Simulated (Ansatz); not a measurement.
Band structure of a sheet of Te2Pd (3 atoms in the cell).

```yaml
crystal:
  lattice:
    - [3.62736, 0.00000, 0.00000]
    - [-1.81368, 3.14139, 0.00000]
    - [0.00000, 0.00000, 17.45668]
  atoms:
    - { symbol: Pd, position: [0.66667, 0.33333, 0.50000] }
    - { symbol: Te, position: [0.33333, 0.66667, 0.40099] }
    - { symbol: Te, position: [0.33333, 0.66667, 0.59901] }
```

Level of theory: PBEsol, default PAW files made with PBE (plane waves; Ansatz, a first-principles code).

Settings: basis.ecutwfc = 30.9 Ry; kpoints.mp_grid.grid = 7 7 1; hamiltonian.xc = pbesol; hamiltonian.pseudopotentials = {kind: paw} (the program's default PAW files); scf.occupations.method = fermi_dirac; scf.occupations.width = 0.0073 Ry; kpoints.band_path.path = [[0.0, 0.0, 0.0], [0.5, 0.0, 0.0], [0.33333333, 0.33333333, 0.0], [0.0, 0.0, 0.0]]; kpoints.band_path.npoints = 10.

The starting cell was generated: these elements placed on a structure prototype, without a prior relaxation; it need not be a known phase or ordering of this composition. Spin-orbit coupling is off. Spin polarisation is off.

Levels in eV from the Fermi level, bands 22 to 29:
```
point     22     23     24     25     26    27    28    29
-----  -----  -----  -----  -----  -----  ----  ----  ----
Γ      -2.86  -2.01   1.63   1.63   1.72  1.72  3.59  4.32
M      -2.76  -2.70  -1.79  -0.89   1.01  1.32  2.58  5.10
K      -3.47  -2.80  -2.44  -0.86  -0.71  1.30  3.80  3.83
```

Bands cross the Fermi level along this path, so the cell is metallic at this level.

Keys are those of Ansatz 0.2.
